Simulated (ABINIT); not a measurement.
σxx against uniaxial strain in fluorite-structure CdF2 (space group 225): C11 (ABINIT, PBEsol)

```xyz
3
Lattice="0.0000 2.6911 2.6911 2.6507 0.0000 2.6911 2.6507 2.6911 0.0000" Properties=species:S:1:pos:R:3 pbc="T T T"
Cd     0.0000     0.0000     0.0000
F      1.3254     1.3456     1.3456
F      3.9761     4.0367     4.0367
```

Method of the run: PBEsol, norm-conserving pseudopotentials (PseudoDojo nc-sr-04 PBEsol standard) (plane waves; ABINIT 10.0.3). Settings: pseudos = [Cd.upf, F.upf]; ecut = 1796 eV; occopt = 3; tsmear = 0.01 eV; ngkpt = 12 12 12; nshiftk = 1; shiftk = 0 0 0; potentials = PseudoDojo nc-sr-04 PBEsol standard; nband = 23; kptopt = 1; nstep = 100; tolvrs = 1e-10. The cell above is the first row's. The rows stretch one cube axis (x) by the strain ε and hold the other two. Stress is positive in tension. In all rows fractional positions and the k mesh are held.

| ε (%) | σxx (GPa) |
|---|---|
| -1.5 | ? |
| -1.0 | -1.86 |
| -0.5 | -0.91 |
| 0.0 | 0.01 |
| 0.5 | 0.92 |
| 1.0 | 1.80 |
| 1.5 | 2.67 |

Fit σxx of the 6 rows that show it with a parabola. Least squares gives σxx = 0.012 + 1.8309·ε - 0.0400·ε². Residuals (row less fit): -0.001, 0.003, -0.002, 0.003, -0.003, 0.002; standard error 0.003 (degrees of freedom: 3). The slope at ε = 0, 1.8309 GPa per cent, gives C11 ≈ 100 × 1.8309 = 183 GPa, for the static lattice.

**Question.** What does the fit predict for σxx at ε = -1.5, and how far is the calculated value from it?

**Answer.** σxx = 0.012 + 1.8309 × (-1.5) - 0.0400 × (-1.5)² = -2.824 GPa. The calculation gives -2.83 GPa, 0.006 GPa below the prediction (0.1 % of the range of σxx in the table). The row lies outside the fitted rows, so this is an extrapolation. From the scatter of the fitted rows alone, a prediction at this place has a standard error of 0.007 GPa, so the miss is 0.9 times that.

Carrying the step between the two nearest rows on in a straight line would have given -2.81, off by 0.02; series whose last step already gives the withheld value aren't shown. The reference cell has the volume at which an earlier scan in this program and functional put its minimum by a fit. The runs keep the symmetry of the cell, so they don't test it for distortions. The unstrained cell stands at a pressure of -0.01 GPa, and the constants belong to that pressure. By symmetry this strain leaves no force on the atoms; the largest in the rows is 0.000 eV/Å. 1 of the planned runs didn't end soundly and are left out. Cutoffs and mesh are single choices, not tested for convergence of this quantity. Series with a scatter that would blur these digits, or in which a gap closes, are not shown. Strain series were run only where this level's volume lies within 10 % of a first guess from the measured size.
